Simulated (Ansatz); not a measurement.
The starting structures come from a database of crystals and need not be the phases stable at ambient conditions.

 Where the default PAW files enter, the runs use the earlier of Ansatz's two default sets.

The decay constant κ of evanescent states in the gap governs leakage through a thin film.

Data:

```yaml
crystal:
  lattice:
    - [8.32419, 0.00000, 0.00000]
    - [-1.55128, 8.17836, 0.00000]
    - [1.74054, 2.10173, 2.65365]
  atoms:
    - { symbol: W, position: [0.50000, 0.50000, 0.00000] }
    - { symbol: W, position: [0.00000, 0.50000, 0.50000] }
    - { symbol: W, position: [0.50000, 0.00000, 0.50000] }
    - { symbol: O, position: [0.78577, 0.57154, 0.64269] }
    - { symbol: O, position: [0.21423, 0.42846, 0.35731] }
    - { symbol: O, position: [0.21423, 0.78577, 0.00000] }
    - { symbol: O, position: [0.78577, 0.21423, 0.00000] }
    - { symbol: O, position: [0.42846, 0.21423, 0.35731] }
    - { symbol: O, position: [0.57154, 0.78577, 0.64269] }
    - { symbol: O, position: [0.00000, 0.50000, 0.00000] }
    - { symbol: O, position: [0.50000, 0.00000, 0.00000] }
    - { symbol: O, position: [0.50000, 0.50000, 0.50000] }
```

Space group of this cell: P6/mmm. The cell is taken as given; by PBEsol its mean pressure is -1.4 GPa.

Transport runs along the normal of the first two printed cell vectors, the (111) plane of the conventional cell.

The gap is the functional's own, uncorrected, and κ follows it; spin-orbit coupling is left out. Mid-gap values are interpolated between the computed energies.

### Question
State the band gap and the smallest decay constant κ at mid-gap according to PBEsol run with Ansatz (a program for electronic structure).

### Answer
Gap 0.62 eV on a 12×12×12 mesh; κ = 0.111 1/Å, at the zone centre.
